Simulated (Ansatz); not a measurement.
Consider a 16-atom cell of (Al,Ti)N started in the rock salt structure, site fractions Al 0.375, Ti 0.625, short-range order -0.07 among the nearest mixed sites of the first mixed sublattice (0 is random, a negative value favours unlike neighbours), space group R-3m at the end, an ordered arrangement that its symmetry holds. Its start:

```xyz
16
Lattice="-0.0255 4.2110 4.2110 4.1856 0.0000 4.1856 4.1856 4.1856 0.0000" Properties=species:S:1:pos:R:3 pbc="T T T"
Al     0.0000     0.0000     0.0000
Al     2.0928     2.0928     0.0000
Ti     2.0928     0.0000     2.0928
Al     4.1856     2.0928     2.0928
Ti    -0.0127     2.1055     2.1055
Ti     2.0801     4.1983     2.1055
Ti     2.0801     2.1055     4.1983
Ti     4.1729     4.1983     4.1983
N      2.1402     2.0977     2.0454
N      4.1807     4.1382     2.0454
N      4.2270     2.0514     4.1442
N      6.3258     4.1382     4.1904
N      2.0199     4.2585     4.2062
N      4.1187     6.3452     4.2525
N      4.1650     4.2585     6.3513
N      6.2055     6.2990     6.3513
```

The numbers are results of PBE (plane waves to 420 eV, PAW; Ansatz, a quantum-chemistry and plane-wave program), not measurements. No spin–orbit coupling; the runs are not spin-polarised. Its k-point mesh 5×5×5, Fermi–Dirac width 0.05 eV.

**Question.** Predict the alloy's volume and bond lengths.

**Answer.** 
- volume per atom = 9.21 Å³
- N–Ti bonds (within 1.22 times the sum of covalent radii) = 2.130 Å on average, from 2.094 to 2.153 (30)
- Al–N bonds (within 1.22 times the sum of covalent radii) = 2.043 Å on average, from 2.043 to 2.043 (18)
